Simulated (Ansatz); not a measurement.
# BeS (model structure, started from the BeO type, P4₂/mnm, No. 136, 8 atoms in the cell)

All values below come from LDA in Ansatz (plane waves, PAW).

Settings: plane-wave cutoff 520 eV, 6×6×10 k mesh (along the axes of the cell as run), Fermi–Dirac smearing 0.01 eV, scalar-relativistic PAW data made under PBE.

Cell (relaxed at this level):

Space group P4₂/mnm (No. 136); a = b = 5.819 Å, c = 3.413 Å, α = β = γ = 90.00°

```csv
atom,site,symmetry,x,y,z
Be,4g,m.2m,0.1688,0.1688,0.5000
S,4f,m.2m,0.3084,0.3084,0.0000
```

For BeS (model structure, started from the BeO type, P4₂/mnm, No. 136, 8 atoms in the cell), the band gap is 2.97 eV (indirect). The smallest direct gap on the k points sampled comes out as 3.63 eV. The Γ–Γ gap comes out as 3.91 eV.

Note: the relaxation could raise the start's symmetry but not lower it, so the cell can be a saddle point.

The computed numbers hold no vibrational or temperature effects.

Cost on a shared machine: roughly 26 core-seconds.

A model structure was made by putting elements into a prototype or built by hand; it is no filed structure, need not be a known phase, and can be a saddle point held by its symmetry.

Ansatz is a program for electronic structure.
